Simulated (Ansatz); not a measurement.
ZnS (R3m, No. 160, 10 atoms in the cell; start COD 9013410; the formula has other measured phases), treated with HSE06 (plane waves, PAW; Ansatz, a first-principles code).

Numerical settings: plane-wave cutoff 460 eV, 6×6×6 k mesh, Fermi–Dirac smearing 0.01 eV, scalar-relativistic PAW data made under PBE.

Cell (relaxed at this level):

```cif
data_S15Zn15
_chemical_formula_sum 'Zn15 S15'
_space_group_name_H-M_alt 'R3m :H'
_space_group_IT_number 160
_space_group_name_Hall 'R 3 -2"'
_cell_length_a 3.83413
_cell_length_b 3.83413
_cell_length_c 47.05814
_cell_angle_alpha 90.000
_cell_angle_beta 90.000
_cell_angle_gamma 120.000
loop_
_atom_site_label
_atom_site_type_symbol
_atom_site_symmetry_multiplicity
_atom_site_Wyckoff_symbol
_atom_site_fract_x
_atom_site_fract_y
_atom_site_fract_z
_atom_site_occupancy
Zn1 Zn 3 a 0.00000 0.00000 0.99994 1
Zn2 Zn 3 a 0.00000 0.00000 0.26667 1
Zn3 Zn 3 a 0.00000 0.00000 0.53336 1
Zn4 Zn 3 a 0.00000 0.00000 0.13333 1
Zn5 Zn 3 a 0.00000 0.00000 0.39997 1
S1 S 3 a 0.00000 0.00000 0.94995 1
S2 S 3 a 0.00000 0.00000 0.21674 1
S3 S 3 a 0.00000 0.00000 0.48337 1
S4 S 3 a 0.00000 0.00000 0.08334 1
S5 S 3 a 0.00000 0.00000 0.34998 1
```
(The calculation used a cell of 10 atoms; values per cell refer to that cell.)

**Question.** Give the computed band gap.

**Answer.** 
* **band gap**: 3.34 eV (on the SCF k mesh) (direct)

Note: the relaxation could not lower the start's symmetry, so the cell can be a saddle point above a distorted one.

The computed numbers hold no vibrational or temperature effects.
